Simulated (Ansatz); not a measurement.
## ScAl3 under a change: isotropic strain +0.60 %

The parent structure is ScAl3 in the Cu3Au type structure (space group Pm-3m, No. 221; a = 4.033 Å; relaxed with 0.1 eV smearing).

The change: the cell is scaled by 1.0060 in all directions; the atoms relax in the strained cell.

Method: LDA (Ansatz, a first-principles code), no spin-orbit coupling. Settings: 14×14×14 k-points, 0.1 eV Fermi–Dirac smearing.

```json
[
 {"quantity": "space group", "base": "Pm-3m (No. 221)", "changed": "Pm-3m (No. 221)", "shift": "–"},
 {"quantity": "energy relative to the base (free energy F)", "base": "0 meV/atom", "changed": "+1.6 meV/atom", "shift": "+1.6 meV/atom"},
 {"quantity": "pressure", "base": "0.0 GPa", "changed": "-1.7 GPa", "shift": "-1.7 GPa"},
 {"quantity": "band gap", "base": "zero", "changed": "zero", "shift": "–"}
]
```

Cost of the whole job for the changed cell (relaxation, final SCF and bands): roughly 20 core-seconds.

Whether these cells are dynamically stable was not tested. The final runs are not spin-polarised.
